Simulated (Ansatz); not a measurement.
C (I4_1/amd), Ansatz (a first-principles code) with r2SCAN, rigid bands: Condition of this run: biaxial stress in (001) of 11 GPa (compression positive) (the target of the relaxation). band gap 4.25 eV, N_c = 3.62e19 cm⁻³ and N_v = 1.90e19 cm⁻³ at 300 K, conductivity masses along y (a = (0.00, 1.76, 1.78) Å; b = (1.76, 0.00, 1.78) Å; c = (1.76, 1.76, 0.00) Å) of 0.473 mₑ (electrons) and 0.485 mₑ (holes). Take k_BT = 0.02585 eV.

**Question.** What thermal injection velocity √(2k_BT/πm) limits a ballistic channel along the direction named?

**Answer.** 7.82e6 cm/s for electrons and 7.73e6 cm/s for holes, a ratio of √(m_h/m_e) = 1.01, for dilute carriers.

**Question.** A film of it is 8 nm thick, with its normal along the direction named. Estimate the confinement energies in an infinite well.

**Answer.** ħ²π²/(2m t²) = 0.376 eV·nm²/(m/mₑ × t²) gives 12.4 meV for electrons and 12.1 meV for holes, so the gap would widen to about 4.27 eV. Finite barriers and nonparabolic bands lower this, and with several valleys or bands the heaviest mass along the normal sets the lowest level, not this average.

**Question.** What built-in voltage has an abrupt junction with N_A = 1e16 and N_D = 1e17 cm⁻³, all dopants ionised?

**Answer.** V_bi = E_g/e − (k_BT/e) ln(N_c N_v/(N_A N_D)) = 4.25 − 0.02585 × 13.44 = 3.90 V. It follows the computed gap one for one.

Rigid, parabolic bands with the computed gap; masses take one relaxation time for all states. Spin-orbit coupling is left out. Geometry: cell and atoms relaxed with PBEsol.
